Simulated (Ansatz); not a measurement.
Take SnO (space group P4/nmm, No. 129; layered, stacked along the Cartesian z axis; relaxed with 0.1 eV smearing) as the base.

```xyz
4
Lattice="3.7685 0.0000 0.0000 0.0000 3.7685 0.0000 0.0000 0.0000 4.5571" Properties=species:S:1:pos:R:3 pbc="T T T"
Sn     1.8843     0.0000     3.4004
Sn     0.0000     1.8843     1.1567
O      1.8843     1.8843     0.0000
O      0.0000     0.0000     0.0000
```

Cartesian axes are those of the cell as printed.

Calculations: DFT with PBEsol-D3(BJ), PAW potentials and a 420 eV plane-wave cutoff in Ansatz (an electronic-structure program), no SOC.

Strains are applied to the cell and any free atomic positions relax.

One change was made to it. Results:

| quantity | base | after |
|---|---|---|
| energy relative to the base (free energy F) | 0 meV/atom | +3.1 meV/atom |
| shortest interatomic distance | 2.211 Å | 2.192 Å |

Question: Which of these changes matches the shifts?
A) uniaxial strain ε_xx = −1.20 %
B) uniaxial strain ε_xx = −2.40 %
C) uniaxial strain ε_xx = −0.60 %
D) uniaxial strain ε_xx = −1.80 %

Answer: B, uniaxial strain ε_xx = −2.40 %. For comparison, the energy relative to the base in the other runs: uniaxial strain ε_xx = −1.20 % gives +0.8 meV/atom; uniaxial strain ε_xx = −1.80 % gives +1.7 meV/atom; uniaxial strain ε_xx = −0.60 % gives +0.2 meV/atom.

Whether these cells are dynamically stable was not tested. All final runs are without spin polarisation.
